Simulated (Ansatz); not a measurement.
The starting structures come from a database of crystals and need not be the phases stable at ambient conditions.

 Where the default PAW files enter, the runs use the earlier of Ansatz's two default sets.

The decay constant κ of evanescent states in the gap governs leakage through a thin film.

Input:

```yaml
crystal:
  lattice:
    - [6.02136, 0.00000, 0.00000]
    - [-3.01068, 5.21465, 0.00000]
    - [0.00000, 0.00000, 7.81691]
  atoms:
    - { symbol: K, position: [0.33333, 0.66667, 0.70672] }
    - { symbol: K, position: [0.66667, 0.33333, 0.29328] }
    - { symbol: K, position: [0.00000, 0.00000, 0.00000] }
    - { symbol: Y, position: [0.00000, 0.00000, 0.50000] }
    - { symbol: V, position: [0.33333, 0.66667, 0.25148] }
    - { symbol: V, position: [0.66667, 0.33333, 0.74852] }
    - { symbol: O, position: [0.33333, 0.66667, 0.03630] }
    - { symbol: O, position: [0.66667, 0.33333, 0.96370] }
    - { symbol: O, position: [0.17411, 0.34822, 0.32811] }
    - { symbol: O, position: [0.82589, 0.65178, 0.67189] }
    - { symbol: O, position: [0.65178, 0.82589, 0.32811] }
    - { symbol: O, position: [0.34822, 0.17411, 0.67189] }
    - { symbol: O, position: [0.17411, 0.82589, 0.32811] }
    - { symbol: O, position: [0.82589, 0.17411, 0.67189] }
```

Space group of this cell: P-3m1. The cell is taken as given; by r2SCAN its mean pressure is -5.1 GPa.

Transport runs along the normal of the first two printed cell vectors, the (001) plane of the conventional cell.

The gap is the functional's own, uncorrected, and κ follows it; spin-orbit coupling is left out. Mid-gap values are interpolated between the computed energies.

Estimate the band gap and the smallest decay constant κ at mid-gap that r2SCAN (Ansatz, a program for electronic structure) returns for this system.

Gap 3.59 eV on a 6×6×4 mesh; κ = 0.572 1/Å, at the zone centre.
